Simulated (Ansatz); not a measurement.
Pressure series in TiO2

Take TiO2 in the anatase structure (space group I4_1/amd, No. 141) as the base.

```
TiO2
1.0
   -1.86967     1.86967     4.72754
    1.86967    -1.86967     4.72754
    1.86967     1.86967    -4.72754
Ti O
2 4
Direct
  0.75000   0.25000   0.50000
  0.00000   0.00000   0.00000
  0.54202   0.04202   0.50000
  0.79202   0.79202   0.00000
  0.20798   0.20798   0.00000
  0.95798   0.45798   0.50000
```

Cell and atoms are relaxed at each pressure.

The values are results of LDA (Ansatz, a program for electronic structure; PAW; 420 eV plane waves; no spin-orbit coupling), not measurements.

Candidates:
(a) pressure 22.5 GPa
(b) pressure 15 GPa
(c) pressure −1 GPa

For the base:

| Property | Result |
|---|---|
| Band gap | 2.08 eV |

**Question.** Order them by band gap, highest first.

**Answer.** (c) pressure −1 GPa (2.09 eV), (b) pressure 15 GPa (1.89 eV), (a) pressure 22.5 GPa (1.78 eV)

Load acts through the strain it causes; cell and atoms are relaxed under it. Stability against distortions was not tested. No other phases were tried under pressure. All final runs are without spin polarisation.
